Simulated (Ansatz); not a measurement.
## What biaxial strain −1.05 %, plane normal [111], relaxed out of plane does to hypothetical simple cubic Ir

Start from Ir in the simple cubic structure (space group Pm-3m, No. 221; a = 2.542 Å; a hypothetical phase, not in the database extracts checked; relaxed with 0.1 eV smearing). Axes: x, y, z lie along the cube axes.

Modification: compressive biaxial strain of 1.05 % in the plane normal to [111], as in epitaxy on a mismatched substrate; the out-of-plane cell vector and the atoms relax.

All numbers come from Ansatz (a program for electronic structure), PBEsol, PAW, cutoff 420 eV, no spin-orbit coupling. Γ-centred 26×26×26 mesh, Fermi–Dirac width 0.1 eV.

- Volume per atom = 16.35 Å³ (base 16.42 Å³)
- Space group = R-3m (No. 166) (base Pm-3m (No. 221))
- Shortest interatomic distance = 253.8 pm (base 254.2 pm)
- Energy relative to the base (free energy F) = +1.9 meV/atom
- Pressure (mean of the normal stresses, compression positive) = 1.1 GPa (base 0.0 GPa)
- Band gap = zero (base zero)
- Out-of-plane strain = +1.69 %
- Ratio −ε⊥/ε∥ = 1.61
- Mean in-plane stress (compression positive) = +1.7 GPa

No phonon test of stability was made. All final runs are without spin polarisation. Ir has a high density of states at the Fermi level and may be magnetic at this level.
